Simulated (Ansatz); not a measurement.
## Cu: pressure 22.5 GPa

Base system: Cu in the fcc (Cu type) structure (space group Fm-3m, No. 225; a = 3.5179 Å).

Now apply this change: a hydrostatic pressure of 22.5 GPa.

The values are results of LDA (Ansatz, a first-principles code), spin-orbit coupling left out, not measurements. Settings: 23×23×23 k-points, 0.05 eV Fermi–Dirac smearing.

The volume per atom drops by 0.978 Å³, from 10.88 Å³ to 9.91 Å³ and the lattice parameter a shrinks by 10.9 pm (351.8 pm → 340.9 pm). The shortest interatomic distance shrinks by 7.7 pm to 241.1 pm and the band gap is still zero.

Final structure:

```
Cu
1.0
    0.00000     1.70458     1.70458
    1.70458     0.00000     1.70458
    1.70458     1.70458     0.00000
Cu
1
Cartesian
  0.00000   0.00000   0.00000
```

Cost of the whole job for the changed cell (relaxation, final SCF and bands): around 14 core-seconds (rough).

Load acts through the strain it causes; cell and atoms are relaxed under it. Whether these cells are dynamically stable was not tested. Competing high-pressure phases were not computed. The final runs are not spin-polarised.
